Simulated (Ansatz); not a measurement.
The starting structures come from a database of crystals and need not be the phases stable at ambient conditions.

 Where the default PAW files enter, the runs use the earlier of Ansatz's two default sets.

Here is the system:

```
AlN
1.0
    2.87725     0.00000     0.00000
   -1.43862     2.49177     0.00000
    1.43862     0.83059     2.34926
Al N
1 1
Direct
  0.00000   0.50000   0.50000
  0.00000   0.00000   0.00000
```

Space group of this cell: Fm-3m, rock salt. The cell is taken as given; by r2SCAN its mean pressure is -6.3 GPa.

The numbers are results of r2SCAN (plane waves, PAW; Ansatz, a program for electronic structure), not measurements.

The current runs along the normal of the first two printed vectors; no spin-orbit coupling. Scaled by the factor s: all lengths (ions clamped). The meshes follow the cell: 16×16×16 and 12×12 across at s = 0.98, 14×14×14 and 12×12 across at s = 1.00, 14×14×14 and 12×12 across at s = 1.02.

```json
[
 {"s": "0.98", "mean pressure (GPa)": "10.9", "band gap (eV)": "?"},
 {"s": "1.00", "mean pressure (GPa)": "-6.3", "band gap (eV)": "5.28"},
 {"s": "1.02", "mean pressure (GPa)": "-19.6", "band gap (eV)": "4.71"}
]
```

**Question.** Take the slope of the band gap against ln s from the two given rows, extrapolate to s = 0.98, and say what the run there gives.

**Answer.** Slope = (4.71 − 5.28) / ln 1.02 = -28.8 eV. The line gives 5.28 + (-28.8) × ln 0.98 = 5.86 eV. The run gives 5.90 eV, 0.04 eV over the line, 7 % of the predicted step.
